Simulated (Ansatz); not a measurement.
The starting structures come from a database of crystals and need not be the phases stable at ambient conditions.

Inside the gap of an insulator the Bloch states are evanescent, with a wavenumber k + iκ along the transport direction.

Given:

```
CELL_PARAMETERS angstrom
      4.55250     0.00000     0.00000
      0.00000     9.41767     0.00000
      0.00000     4.70884     4.70884
ATOMIC_POSITIONS crystal
  Li 0.50000 0.25000 0.00000
  Li 0.50000 0.75000 0.50000
  Li 0.50000 0.75000 0.00000
  Li 0.50000 0.25000 0.50000
  Ti 0.89564 0.00000 0.50000
  Ti 0.10436 0.50000 0.50000
  Ge 0.00000 0.50000 0.00000
  Ge 0.00000 0.00000 0.00000
  O  0.23150 0.50000 0.21357
  O  0.23150 0.21357 0.78643
  O  0.23150 0.50000 0.78643
  O  0.23150 0.78643 0.21357
  O  0.76850 0.00000 0.78643
  O  0.76850 0.71357 0.78643
  O  0.76850 0.00000 0.21357
  O  0.76850 0.28643 0.21357
  O  0.72739 0.50000 0.50000
  O  0.27261 0.00000 0.50000
```

Space group of this cell: P4/nmm. The cell is taken as given; by r2SCAN its mean pressure is -5.6 GPa.

Transport runs along the normal of the first two printed cell vectors, the (110) plane of the conventional cell.

The gap is the functional's own, uncorrected, and κ follows it; spin-orbit coupling is left out. Mid-gap values are interpolated between the computed energies.

Problem. Give the band gap and the smallest decay constant κ at mid-gap that r2SCAN (Ansatz, a first-principles code) yields.

Solution. Gap 3.97 eV on a 8×6×6 mesh; κ = 0.479 1/Å, at the zone centre.
